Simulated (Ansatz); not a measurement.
Defect migration in corundum: interstitial O, charge state -2. Method: PBE, PAW (plane waves to 420 eV; Ansatz, a first-principles code).

Settings: 120 host sites, the relaxed PBE lattice, the Γ point alone, smearing 0.01 eV, spin-restricted, no image-charge correction. Static, classical nuclei. The charge state is imposed; whether it is stable for some Fermi level was not computed. Sites that were not tried may lie lower.

Barriers: single points on a 2×2×2 k-point mesh shifted by half a step along c at the bands' geometries.

Relaxed starting cell (atoms counted from 1):

```
CELL_PARAMETERS angstrom
      9.61750     0.00000     0.00000
     -4.80875     8.32900     0.00000
      0.00000     0.00000    13.12510
ATOMIC_POSITIONS crystal
  Al 0.99531 0.99716 0.35951
  Al 0.00375 0.49682 0.35219
  Al 0.49966 0.99972 0.35197
  Al 0.50202 0.50520 0.34972
  Al 0.32434 0.16377 0.19176
  Al 0.33717 0.67348 0.18643
  Al 0.83242 0.16512 0.18435
  Al 0.82820 0.66083 0.18533
  Al 0.18306 0.33142 0.28875
  Al 0.16238 0.83047 0.31474
  Al 0.66756 0.33475 0.31391
  Al 0.66439 0.83211 0.31412
  Al 0.33250 0.16713 0.48076
  Al 0.33354 0.66526 0.48082
  Al 0.83303 0.16643 0.48083
  Al 0.83309 0.66438 0.48136
  O  0.34530 0.99983 0.25054
  O  0.35670 0.53188 0.26693
  O  0.84145 0.99690 0.25006
  O  0.84823 0.49704 0.24896
  O  0.13694 0.12180 0.26388
  O  0.15229 0.65380 0.24886
  O  0.65316 0.15564 0.24864
  O  0.65451 0.65385 0.25036
  O  0.31946 0.33111 0.41155
  O  0.31996 0.83244 0.41577
  O  0.81904 0.33202 0.41505
  O  0.81887 0.83113 0.41840
  O  0.16422 0.48846 0.42115
  O  0.16473 0.98121 0.42016
  O  0.66664 0.48602 0.41607
  O  0.66657 0.98708 0.41649
  O  0.00861 0.17560 0.42028
  O  0.01281 0.67774 0.41642
  O  0.51280 0.17959 0.41639
  O  0.51887 0.68414 0.42034
  O  0.00417 0.34530 0.24785
  O  0.99328 0.83579 0.24967
  O  0.50205 0.34756 0.24954
  O  0.50207 0.85372 0.24975
  Al 0.33530 0.16853 0.68471
  Al 0.33425 0.66561 0.68464
  Al 0.83470 0.16519 0.68411
  Al 0.83477 0.66730 0.68464
  Al 0.16547 0.33379 0.51116
  Al 0.16772 0.83293 0.51859
  Al 0.66589 0.33297 0.51807
  Al 0.66613 0.83141 0.51975
  Al 0.00190 0.00097 0.64740
  Al 0.00166 0.49918 0.64571
  Al 0.50006 0.99910 0.64688
  Al 0.50234 0.50223 0.65433
  Al 0.16577 0.33707 0.81575
  Al 0.16812 0.83396 0.81351
  Al 0.67248 0.33575 0.80595
  Al 0.66402 0.82696 0.81329
  O  0.18141 0.16787 0.58234
  O  0.18156 0.66868 0.58350
  O  0.68024 0.16598 0.58186
  O  0.68260 0.66636 0.58306
  O  0.48638 0.32035 0.58313
  O  0.48622 0.82102 0.58197
  O  0.98519 0.31766 0.58241
  O  0.98755 0.81964 0.58361
  O  0.15499 0.00069 0.74907
  O  0.14891 0.49915 0.74513
  O  0.65497 0.99882 0.74905
  O  0.65919 0.50089 0.74519
  O  0.00115 0.15328 0.74940
  O  0.00123 0.65441 0.74898
  O  0.50306 0.15037 0.74531
  O  0.50358 0.65815 0.74430
  O  0.34834 0.34555 0.75393
  O  0.34782 0.84637 0.74970
  O  0.84892 0.34616 0.74708
  O  0.84875 0.84688 0.75042
  O  0.33389 0.01342 0.58273
  O  0.33390 0.51163 0.58273
  O  0.83222 0.01099 0.58455
  O  0.83558 0.51267 0.58092
  Al 0.17982 0.33290 0.03092
  Al 0.16741 0.83922 0.01844
  Al 0.67245 0.33196 0.01345
  Al 0.66592 0.83419 0.01892
  Al 0.00023 0.00109 0.85156
  Al 0.00340 0.50161 0.85134
  Al 0.50541 0.00198 0.85073
  Al 0.48470 0.48221 0.87677
  Al 0.34344 0.17331 0.97372
  Al 0.33060 0.67020 0.97905
  Al 0.83958 0.16651 0.98014
  Al 0.83536 0.66659 0.98112
  Al 0.99534 0.99340 0.15202
  Al 0.00186 0.50216 0.14656
  Al 0.50036 0.00569 0.14704
  Al 0.48796 0.48696 0.13456
  O  0.01329 0.33324 0.91512
  O  0.01461 0.83636 0.91683
  O  0.53085 0.31874 0.90160
  O  0.51549 0.83540 0.91661
  O  0.31109 0.50909 0.89854
  O  0.32249 0.98841 0.91494
  O  0.82634 0.48935 0.91541
  O  0.81955 0.98270 0.91651
  O  0.48526 0.17303 0.08171
  O  0.48570 0.67082 0.08408
  O  0.98213 0.16059 0.08318
  O  0.98908 0.66948 0.08216
  O  0.27036 0.32041 0.15514
  O  0.33388 0.82543 0.08274
  O  0.83615 0.32037 0.08261
  O  0.83164 0.81812 0.08286
  O  0.18252 0.02166 0.08376
  O  0.18207 0.51901 0.08139
  O  0.67869 0.01429 0.08331
  O  0.68565 0.51236 0.08230
  O  0.16574 0.17941 0.91594
  O  0.16571 0.68554 0.91572
  O  0.67450 0.17640 0.91580
  O  0.66359 0.67501 0.91762
  O  0.39741 0.38393 0.01032
```
Cell charge -2.

End state 1 differs by these moves (Å; atoms that move under 0.08 Å are left out):

```tsv
atom	element	Δx	Δy	Δz
1	Al	0.04	0.03	-0.08
5	Al	0.03	0.01	-0.11
6	Al	0.04	-0.08	-0.01
8	Al	0.02	0.09	0.10
9	Al	-0.16	0.02	0.33
13	Al	-0.01	-0.02	0.09
18	O	0.02	-0.24	-0.16
21	O	-0.01	0.22	-0.13
38	O	0.02	0.10	0.03
41	Al	0.08	0.12	0.33
45	Al	0.02	-0.01	0.09
51	Al	-0.01	-0.04	-0.10
52	Al	-0.06	-0.01	-0.07
55	Al	-0.07	-0.10	0.02
57	O	-0.04	-0.03	-0.06
71	O	0.17	-0.12	-0.14
73	O	-0.29	0.09	-0.29
78	O	-0.03	0.06	-0.06
81	Al	-0.18	-0.02	-0.15
83	Al	-0.08	0.09	0.15
86	Al	-0.08	-0.01	0.01
88	Al	0.12	0.04	-0.16
89	Al	0.00	0.05	-0.08
91	Al	-0.12	0.00	0.00
93	Al	0.01	0.08	-0.06
96	Al	0.14	-0.02	-0.16
99	O	-0.55	-0.41	-0.76
101	O	0.14	-0.20	0.21
103	O	-0.12	-0.04	0.02
106	O	0.06	-0.06	-0.04
109	O	0.34	-0.08	-0.72
116	O	0.16	0.15	0.20
119	O	-0.17	0.05	-0.01
120	O	0.03	0.08	-0.01
121	O	1.04	0.11	-0.29
```

**Question.** Estimate the forward and backward barriers to end state 1 that PBE, PAW returns for this input.

**Answer.** forward 0.51 eV, backward 0.51 eV; at the saddle point atom 121 has neighbours Al at 1.79, Al at 1.82, Al at 1.92; O at 2.11, O at 2.20, O at 2.30 Å. The saddle point's order was not checked.
